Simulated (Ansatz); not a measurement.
Si (Fd-3m) under hydrostatic pressure (compression positive): electron conductivity mass by PBE with spin-orbit coupling, rigid bands (plane waves, PAW; Ansatz, an electronic-structure program). The unloaded cell, whose axes the loads refer to:

```cif
data_Si8
_chemical_formula_sum 'Si8'
_space_group_name_H-M_alt 'Fd-3m :1'
_space_group_IT_number 227
_space_group_name_Hall 'F 4d 2 3 -1d'
_cell_length_a 5.43366
_cell_length_b 5.43366
_cell_length_c 5.43366
_cell_angle_alpha 90.000
_cell_angle_beta 90.000
_cell_angle_gamma 90.000
loop_
_atom_site_label
_atom_site_type_symbol
_atom_site_symmetry_multiplicity
_atom_site_Wyckoff_symbol
_atom_site_fract_x
_atom_site_fract_y
_atom_site_fract_z
_atom_site_occupancy
Si1 Si 8 b 0.50000 0.50000 0.50000 1
```
(The calculation used a cell of 2 atoms; values per cell refer to that cell.)

```csv
hydrostatic pressure (compression positive) (GPa),volume per atom (Å³),electron conductivity mass (mₑ)
-5.4,21.43,0.295
-3.6,20.91,0.292
-1.8,20.46,0.290
0,20.05,?
1.8,19.69,0.287
3.6,19.35,0.285
7.2,18.76,0.283
10.8,18.24,0.281
```

Problem. Fit a straight line to ln(electron conductivity mass) against the load over the rows given, and predict the row at 0 GPa.

Solution. The means are x̄ = 1.800 GPa and ȳ = -1.2464; Σ(x − x̄)(y − ȳ) = -0.6072 and Σ(x − x̄)² = 207.4, so the slope is -0.293 % per GPa, and the rows given lie within 0.46 % of the line. At 0 GPa the line gives 0.289 mₑ; the calculation gives 0.288 mₑ, 0.37 % from it.

Masses are for dilute carriers at 300 K, harmonic means over directions unless an axis is named. Stresses and pressures are the targets of the relaxation. The structure type is held at every load. Geometry: cell and atoms relaxed with PBEsol.
